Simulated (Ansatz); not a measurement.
Take SiO₂ (space group P3_221, No. 154) as the base.

```xyz
9
Lattice="4.9204 0.0000 0.0000 -2.4602 4.2612 0.0000 0.0000 0.0000 5.4163" Properties=species:S:1:pos:R:3 pbc="T T T"
Si    -1.1537     1.9982     1.8054
Si     1.3065     2.2630     0.0000
Si     2.3073     0.0000     3.6108
O     -1.0894     3.1144     2.9727
O      0.3078     1.7605     1.1672
O      0.7817     3.6474     4.7781
O      3.2418     0.6137     2.4436
O      1.3708     1.1468     4.2490
O      2.7679     2.5007     0.6382
```

Method: DFT with r2SCAN, PAW potentials and a 500 eV plane-wave cutoff in Ansatz (an electronic-structure program), scalar-relativistic without spin-orbit coupling, earlier PAW set.

Before the change:

| Quantity | Value |
|---|---|
| Electron mass | 0.49 mₑ (at Γ) |
| Band gap | 6.60 eV |

Perturbation: a hydrostatic pressure of 4.5 GPa.

Question: Predict the new electron mass and band gap.

Answer: The electron mass goes from 0.49 mₑ (at Γ) to 0.48 mₑ (at Γ); the band gap grows by 0.343 eV to 6.95 eV.

Load acts through the strain it causes; cell and atoms are relaxed under it. Effective masses come from finite differences of ±0.01 Å⁻¹. No phonon test of stability was made.
